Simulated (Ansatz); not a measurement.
A computed series for Ge: response to strain

Consider Ge (space group I4_1/amd, No. 141; a cell from a computed database, its experimental status unchecked; relaxed with 0.1 eV smearing).

```
CELL_PARAMETERS angstrom
     -2.55846     2.55846     1.40256
      2.55846    -2.55846     1.40256
      2.55846     2.55846    -1.40256
ATOMIC_POSITIONS crystal
  Ge 0.00000 0.00000 0.00000
  Ge 0.75000 0.25000 0.50000
```

Cartesian axes are those of the cell as printed.

Strains are applied to the cell and any free atomic positions relax; under biaxial strain the out-of-plane vector relaxes too; under stress the whole cell relaxes.

Computed with Kohn–Sham DFT with the PBEsol functional, run in Ansatz (a quantum-chemistry and plane-wave program) with PAW and 420 eV plane waves, no spin-orbit coupling.

Notes on the quantities. pressure: mean of the normal stresses, compression positive; energy relative to the base: free energy F.

```tsv
change	pressure	energy relative to the base	shortest interatomic distance
base	0.0 GPa	0 meV/atom	2.653 Å
biaxial strain +4.86 %, plane normal [001], relaxed out of plane	-3.7 GPa	+35 meV/atom	2.709 Å
tensor shear ε_xz = +2.08 %	0.1 GPa	+4.3 meV/atom	2.641 Å
tensor shear ε_yz = −0.69 %	0.0 GPa	+0.5 meV/atom	2.648 Å
uniaxial stress, 2 GPa compression along z	–	+1.9 meV/atom	2.660 Å
```

A biaxial case was relaxed in a doubled cell and then solved in the primitive one. Stability under load was not tested beyond the relaxation. The base started in Imma and relaxed to I4_1/amd at this level. This is not the structure that Ge has at room temperature and ambient pressure.
